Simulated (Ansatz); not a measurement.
The starting structures come from a database of crystals and need not be the phases stable at ambient conditions.

 Where the default PAW files enter, the runs use the earlier of Ansatz's two default sets.

Input:

```xyz
4
Lattice="3.9093 0.0000 0.0000 0.0000 3.9093 0.0000 0.0000 0.0000 5.5221" Properties=species:S:1:pos:R:3 pbc="T T T"
Zn     1.9546     0.0000     4.2137
Zn     0.0000     1.9546     1.3084
Se     0.0000     0.0000     2.7611
S      1.9546     1.9546     0.0000
```

Space group of this cell: P-4m2. The cell is taken as given; by LDA its mean pressure is -3.6 GPa.

Transport runs along the normal of the first two printed cell vectors, the (001) plane of the conventional cell.

The gap is the functional's own, uncorrected, and κ follows it; spin-orbit coupling is left out. Mid-gap values are interpolated between the computed energies.

**Question.** Predict the band gap and the smallest decay constant κ at mid-gap from LDA (Ansatz, a quantum-chemistry and plane-wave program).

**Answer.** Gap 1.37 eV on a 8×8×6 mesh; κ = 0.105 1/Å, at the zone centre.
